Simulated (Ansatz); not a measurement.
As, pressure series

Consider As in the A7 type structure (space group R-3m, No. 166; a = 3.784 Å, c = 10.107 Å (hexagonal axes); layered).

Cell and atoms are relaxed at each pressure.

Method: plane-wave PAW DFT at the PBE-D3(BJ) level (Ansatz, an electronic-structure program, 420 eV), no SOC, earlier PAW set.

| variant | lattice parameter a | c/a ratio |
|---|---|---|
| base | 7.151 bohr | 2.671 |
| pressure −2 GPa | 7.194 bohr | 2.745 |
| pressure −1 GPa | 7.173 bohr | 2.702 |
| pressure 0.3 GPa | 7.143 bohr | 2.665 |
| pressure 0.7 GPa | 7.135 bohr | 2.654 |
| pressure 1.5 GPa | 7.118 bohr | 2.637 |
| pressure 3 GPa | 7.086 bohr | 2.612 |
| pressure 5 GPa | 7.046 bohr | 2.584 |
| pressure 7.5 GPa | 6.999 bohr | 2.558 |
| pressure 10 GPa | ___ | ___ |

### Question
Fill in the withheld entries from the trend.

### Answer

- pressure 10 GPa, lattice parameter a: 6.957 bohr
- pressure 10 GPa, c/a ratio: 2.538

The mesh was chosen for an insulator and is coarse for the gapless case. Load acts through the strain it causes; cell and atoms are relaxed under it. No phonon test of stability was made. No other phases were tried under pressure.
